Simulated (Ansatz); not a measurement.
Consider InAs in the zinc blende structure (space group F-43m, No. 216; a = 6.186 Å).

One thing is altered: a hydrostatic pressure of 9 GPa.

Levels (all Ansatz, an electronic-structure program, PAW): PBE (420 eV, no spin-orbit coupling); HSE06+SOC (420 eV, noncollinear with spin-orbit coupling).

The geometry is relaxed with PBE.

| Property | Value |
|---|---|
| PBE lowest conduction level above the VBM at special points | Γ 0.14 eV; L 1.11 eV; X 1.44 eV |
| PBE valence-band top at Γ | 0.00, 0.00, 0.00 eV |

Predict the lowest conduction level above the VBM at special points and valence-band top at Γ from HSE06+SOC.

The lowest conduction level above the VBM at special points goes from Γ 0.14 eV; L 1.11 eV; X 1.44 eV to Γ 0.80 eV; L 1.70 eV; X 1.87 eV; the valence-band top at Γ (three highest Kramers pairs, from the VBM) becomes 0.00, 0.00, -0.40 eV (PBE: 0.00, 0.00, 0.00 eV). The threefold valence maximum splits by Δso ≈ 0.40 eV.

Single points use the geometry relaxed with PBE. The spin-orbit shifts are approximate. The levels and masses belong to the bands next to the band gap. Load acts through the strain it causes; cell and atoms are relaxed under it. Stability against distortions was not tested. The runs without spin-orbit coupling are not spin-polarised. Measured, InAs leaves this structure (for rock salt) near 7 GPa (temperature not stated; as listed in Datta, Sujoy, Jana, Debnarayan, arXiv (2020)).
